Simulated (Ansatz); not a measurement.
An Ansatz (a program for electronic structure) run: WS2; PBE-D3(BJ) (Ansatz; PAW; 420 eV plane waves; no spin-orbit coupling).

Input:

Ansatz 0.2 input:
```yaml
crystal:
  lattice:
    - [3.1540841247, 0, 0]
    - [-1.5770420623, 2.7315169776, 0]
    - [0, 0, 12.1373139524]
  atoms:
    - { symbol: W, position: [0.3333333333, 0.6666666667, 0.25] }
    - { symbol: W, position: [0.6666666667, 0.3333333333, 0.75] }
    - { symbol: S, position: [0.3333333333, 0.6666666667, 0.6202569757] }
    - { symbol: S, position: [0.6666666667, 0.3333333333, 0.1202569757] }
    - { symbol: S, position: [0.6666666667, 0.3333333333, 0.3797430243] }
    - { symbol: S, position: [0.3333333333, 0.6666666667, 0.8797430243] }
basis: { ecutwfc: 420, ecutrho_ratio: 4, xc_grid: 2, fft_grid_basis: typed }
kpoints: { mp_grid: { grid: [12, 12, 3] } }
hamiltonian:
  xc: pbe
  dispersion: d3bj
  pseudopotentials: { kind: paw }
scf: { occupations: { method: fermi_dirac, width: 0.05 }, convergence: { dr2_threshold: 0.0000000006 } }
output: { forces: true, stress: true }
```

Output (explanatory and most iteration lines left out):

```
Pseudopotential: W, paw, valence charge 14
Pseudopotential: S, paw, valence charge 6
Crystal: 6 atoms, lattice volume = 104.568 Å³
Basis set: ecut = 420 eV, 2033 PW (Γ), exchange–correlation on 48×48×180 points (8 copies of the dense FFT grid, shifted against one another)
Bands: 32, of which v1, the nominal top of the filled ones, is band 26 counted from 1 (25 counted from 0)
Symmetry: 24 space group operations
Space group: P63/mmc (ITA 194), of the structure as read, at distance tolerance 4.7e-5 Å
k-points: 38 of 432
Functional: x = pbe(κ = 0.804, μ = 0.2195149727645171), c = pbe(β = 0.06672455060314922)
SCF iter   1: F=—  HF=-24385.309988 eV  |F-HF|=—  |Δ(HF+E_count)|=         —  Δρ=5.14e-3  dr2=1.03e-2  ethr=1.77e-3  ⟨swp⟩=6.3  Hψ=5685  notcnv=0
SCF iter   2: F=—  HF=-24385.315522 eV  |F-HF|=—  |Δ(HF+E_count)|=   5.53e-3  Δρ=2.85e-3  dr2=2.47e-3  ethr=1.98e-5  ⟨swp⟩=2.0  Hψ=1961  notcnv=0
SCF 1 converged in 8 iterations: F = -24385.320194 eV  dr2 = 3.41e-10
SCF converged after 8 iterations
Free energy (F): -24385.320194 eV
Internal energy: -24385.320192 eV  (E = F + TS)
E sigma→0 (E₀):  -24385.320193 eV
Entropy (-TS):   -0.000002 eV (-0.000 meV/atom)
Fermi energy:    12.478535 eV
  E_disp       = -2.612259  (pairwise vdW)
--- Forces (eV/Å), atoms counted from 1 ---
  atom   1  W     -0.00000000     0.00000000     0.00000000
  atom   2  W      0.00000000    -0.00000000     0.00000000
  atom   3  S      0.00000000     0.00000000     0.00126549
  atom   4  S      0.00000000    -0.00000000     0.00126549
  atom   5  S      0.00000000    -0.00000000    -0.00126549
  atom   6  S     -0.00000000     0.00000000    -0.00126549
--- Stress (GPa, compression-positive) ---
       -0.001475      -0.000000       0.000000
       -0.000000      -0.001475       0.000000
        0.000000       0.000000       0.001754
  P = ⅓ Tr σ = -0.0004 GPa (-0.004 kbar)
```

Spin-orbit coupling, missing from the scalar runs, can matter with W. Whether these cells are dynamically stable was not tested. The cell is WS₂ in the 2H-MoS2 type structure (space group P6_3/mmc, No. 194; layered, stacked along the Cartesian z axis).
